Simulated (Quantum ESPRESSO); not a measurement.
Quantum ESPRESSO run on TaN (P3m1, 2 atoms in the cell): self-consistent single point.

Method of the run: PBEsol, PseudoDojo standard norm-conserving (PBESOL) pseudopotentials (plane waves; Quantum ESPRESSO).

```xyz
2
Lattice="2.9488 0.0000 0.0000 -1.4744 2.5537 0.0000 0.0000 0.0000 2.8989" Properties=species:S:1:pos:R:3 pbc="T T T"
Ta     0.0000     0.0000     1.4994
N      1.4744     0.8512     0.0000
```

Reference input (self-consistent single point, DFT, PBEsol, plane waves, PseudoDojo standard norm-conserving (PBESOL) pseudopotentials): ecutwfc = 85 Ry; occupations = smearing; smearing = fermi-dirac; degauss = 0.0073499 Ry; potentials = {Ta: Ta.upf, N: N.upf}; K_POINTS = automatic 9 9 8 0 0 0; conv_thr = 1e-09 Ry; mixing_beta = 0.5. This run's input differs from it in these lines:

```diff
@@ -18,2 +18,3 @@
  degauss = 0.0073499
+ nbnd = 9
 /
```

Log, with long lists cut:

```
     Self-consistent Calculation

     iteration #  1     ecut=    85.00 Ry     beta= 0.50

 %%%%%%%%%%%%%%%%%%%%%%%%%%%%%%%%%%%%%%%%%%%%%%%%%%%%%%%%%%%%%%%%%%%%%%%%%%%%%%
     Error in routine efermig (1):
     internal error, cannot bracket Ef
 %%%%%%%%%%%%%%%%%%%%%%%%%%%%%%%%%%%%%%%%%%%%%%%%%%%%%%%%%%%%%%%%%%%%%%%%%%%%%%

     stopping ...
```

The program stopped with an error at about iteration 1. 

The starting cell comes from a database of computed structures (which also holds hypothetical and non-ambient phases and stackings), without a prior relaxation at this level. Its lattice was rescaled by up to half a per cent. One atom was moved a little off its site on purpose.
